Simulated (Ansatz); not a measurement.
## Ru, element substitutions

Consider Ru in the hcp (Mg type) structure (space group P6_3/mmc, No. 194).

```yaml
crystal:
  lattice:
    - [2.69188, 0.00000, 0.00000]
    - [-1.34594, 2.33123, 0.00000]
    - [0.00000, 0.00000, 4.24566]
  atoms:
    - { symbol: Ru, position: [0.33333, 0.66667, 0.75000] }
    - { symbol: Ru, position: [0.66667, 0.33333, 0.25000] }
```

Each row replaces one element on all its sites; cell and atoms are relaxed.

Levels (all Ansatz, a program for electronic structure, PAW): PBEsol (420 eV, spin-orbit coupling left out); r2SCAN (500 eV, scalar-relativistic without spin-orbit coupling).

Pressures by level, all at the geometries relaxed with PBEsol:

```json
[
 {"case": "base", "PBEsol": "0.0 GPa", "r2SCAN": "4.4 GPa"},
 {"case": "Ru → Si", "PBEsol": "0.0 GPa", "r2SCAN": "-1.7 GPa"},
 {"case": "Ru → Pd", "PBEsol": "0.0 GPa", "r2SCAN": "4.9 GPa"},
 {"case": "Ru → Co", "PBEsol": "0.0 GPa", "r2SCAN": "6.0 GPa"}
]
```

Other magnetic orders, which the real material may have, were not ruled out. Single points use the geometry relaxed with PBEsol. Their cutoffs differ, which shifts pressures a little. Stability against distortions was not tested. For Si and Pd in this form, whether it has been made was not checked. Spin-polarised in the final run: PBEsol Co and r2SCAN Co; the other runs are not. Pd lies near a magnetic instability that expansion can trigger; it was not tested. Pd has a high density of states at the Fermi level and may be magnetic at this level. This is not the structure that Si has at room temperature and ambient pressure. This is not the structure that Pd has at room temperature and ambient pressure.
